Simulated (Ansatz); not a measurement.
## Electron-phonon data for CoAl (Pm-3m)

Given:

```
CELL_PARAMETERS angstrom
      2.79361     0.00000     0.00000
      0.00000     2.79361     0.00000
      0.00000     0.00000     2.79361
ATOMIC_POSITIONS crystal
  Al 0.00000 0.00000 0.00000
  Co 0.50000 0.50000 0.50000
```

Method: LDA, DFPT electron-phonon coupling, linearised Boltzmann equation (plane waves, PAW, scalar-relativistic; Ansatz, a first-principles code). Condition of this run: functional LDA. Cell: relaxed with this functional, without spin-orbit coupling.

The resistivity at 50 K comes out as 0.036 μΩ·cm, the electron mean free path at 50 K (weighted by the current that each state carries) comes out as 8300 nm and the density of states at the Fermi level comes out as 0.32 states/(eV·spin·cell). The Hall coefficient at 50 K is 38 ×10⁻¹¹ m³/C.

A metal at this level (no band gap). Only scattering by harmonic phonons is included (no impurities, grain boundaries, electron-electron scattering or thermal expansion). Spin-orbit coupling is left out. Halving the electron mesh (32x32x32) moves the resistivity by up to 13 % at 50 K, the mean free path by up to 10 %. Smearing 0.20 eV; phonons on a 5x5x5 q mesh, which this run doesn't test.

Treated as nonmagnetic (a ferromagnetic start lost its moment, other orders weren't tried): CoAl (Pm-3m).
